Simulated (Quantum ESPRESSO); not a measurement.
**Short convergence ladders for ScCd (P4mm, 2 atoms in the cell)**

```
CELL_PARAMETERS angstrom
      3.54389     0.00000     0.00000
      0.00000     3.54389     0.00000
      0.00000     0.00000     3.54389
ATOMIC_POSITIONS crystal
  Sc 0.50000 0.50000 0.51411
  Cd 0.00000 0.00000 0.00000
```

Base method: PBEsol, GBRV 1.5 ultrasoft (PBESOL) pseudopotentials (plane waves; Quantum ESPRESSO).

Base settings: ecutwfc = 50 Ry; ecutrho = 400 Ry; occupations = smearing; smearing = gaussian; degauss = 0.0073499 Ry; potentials = {Sc: sc_pbesol_v1.uspp.F.UPF, Cd: cd_pbesol_v1.uspp.F.UPF}; K_POINTS = automatic 4 4 4 0 0 0; conv_thr = 1e-10 Ry; mixing_beta = 0.7.

The count of work is k-points × plane waves × bands × iterations; it is no time. Core times come from one kind of shared machine, to one figure; runs under 30 s give none.

**Shifted k-point meshes**

Only quantities that move along the ladder and can be compared are tabulated.

```csv
K_POINTS,free energy less the last step's (meV/atom),pressure (GPa),largest difference of a force vector from the last step's (eV/Å),count of work / last,core time / last (rough)
automatic 2 2 2 1 1 1,846.39,-1.49,0.021,0.0014,–
automatic 4 4 4 1 1 1,-54.56,-3.90,0.001,0.0075,–
automatic 6 6 6 1 1 1,2.89,-3.71,0.000,0.022,–
automatic 8 8 8 1 1 1,-1.30,-3.72,0.001,0.055,–
automatic 10 10 10 1 1 1,0.03,-3.71,0.001,0.10,0.1
automatic 12 12 12 1 1 1,0.11,-3.71,0.000,0.17,0.2
automatic 15 15 15 1 1 1,0.17,-3.72,0.000,0.41,0.4
automatic 22 22 22 1 1 1,0.00,-3.72,0.000,1.0,1
```

Coarsest K_POINTS that holds the free energy within 5 meV/atom of the last step, with all finer ones: automatic 6 6 6 1 1 1, at 0.022 of the last step's count of work; the step before is off by 55 meV/atom.

Coarsest K_POINTS that holds the pressure within 0.1 GPa of the last step, with all finer ones: automatic 6 6 6 1 1 1, at 0.022 of the last step's count of work; the step before is off by 0.18 GPa.

Coarsest K_POINTS that holds the forces within 0.01 eV/Å of the last step, with all finer ones: automatic 4 4 4 1 1 1, at 0.0075 of the last step's count of work; the step before is off by 0.021 eV/Å.

**The width of Fermi-Dirac smearing**

In this ladder: smearing = fermi-dirac; K_POINTS = automatic 7 7 7 0 0 0.

Narrow widths need finer meshes than wide ones, so the last steps can hold mesh noise.

Only quantities that move along the ladder and can be compared are tabulated; pressure and forces are left out, as mesh noise rules them at narrow widths.

```csv
degauss,free energy less the last step's (meV/atom),energy extrapolated to zero width less the last step's (meV/atom)
0.073499 Ry,-1318.49,-142.49
0.036749 Ry,-360.36,-15.71
0.02205 Ry,-132.41,-6.75
0.0147 Ry,-59.36,-4.81
0.0073499 Ry,-13.22,-1.39
0.0036749 Ry,0.00,0.00
```

Widest degauss that holds the energy extrapolated to zero width within 2 meV/atom: not settled: the last two steps still differ by 1.4 meV/atom, over half the tolerance, so the ladder does not show it.

Widest degauss that holds the free energy within 5 meV/atom: not settled: the last two steps still differ by 13 meV/atom, over half the tolerance, so the ladder does not show it.

The extrapolation to zero width removes most of the smearing's effect on the energy.

**The mesh under tetrahedron occupations**

In this ladder: occupations = tetrahedra_opt; smearing = default; degauss = default.

Only quantities that move along the ladder and can be compared are tabulated.

```tsv
K_POINTS	free energy less the last step's (meV/atom)	count of work / last	core time / last (rough)
automatic 9 9 9 0 0 0	6.81	0.078	0.1
automatic 11 11 11 0 0 0	2.94	0.13	0.2
automatic 14 14 14 0 0 0	1.34	0.31	0.3
automatic 22 22 22 0 0 0	0.00	1.0	1
```

State of the free energy at the end of the ladder: still drifting one way, by 2.9 meV/atom over the last two steps, so the last step is no safe reference.

On the base run: the starting cell comes from a database of computed structures (which also holds hypothetical and non-ambient phases and stackings), without a prior relaxation at this level. Its lattice was rescaled by up to half a per cent. One atom was moved a little off its site on purpose. In the base run, with a pressure of about -4 GPa the cell is away from its equilibrium volume at this level. Without a gap this mesh is coarse (it stands for a supercell whose shortest vector is 14 Å).

Left out of this page: 2 runs of the series outside the window shown, repeating another row's setting, or not comparable; 4 runs of the series failed or unconverged.
